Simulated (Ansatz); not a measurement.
Seebeck coefficient (μV/K, mean over directions) of n-type MgS (Fm-3m) against carrier density, HSE06, rigid bands (Ansatz, a first-principles code). Computed gap 3.83 eV; densities at which minority carriers matter at this gap, or further valleys turn the trend, are left out. Conductivity mass 0.35 mₑ (harmonic mean over directions), N_c = 1.6e19 cm⁻³ at 300 K.

```tsv
electron density	300 K	500 K
1e16 cm⁻³	___	-916
1e17 cm⁻³	-650	-717
1e18 cm⁻³	-452	-519
3e18 cm⁻³	-359	-425
1e19 cm⁻³	-258	-323
3e19 cm⁻³	-173	-233
1e20 cm⁻³	___	-143
3e20 cm⁻³	-50	-80
1e21 cm⁻³	-24	-40
```

What belongs in the gaps?


- 1e16 cm⁻³, 300 K: -849
- 1e20 cm⁻³, 300 K: -96

Rigid bands with a gap fixed in temperature, one relaxation time for all states, no polarons or phonon drag, and whether or not such doping can be reached. Spin-orbit coupling is left out. Geometry: cell and atoms relaxed with PBEsol.
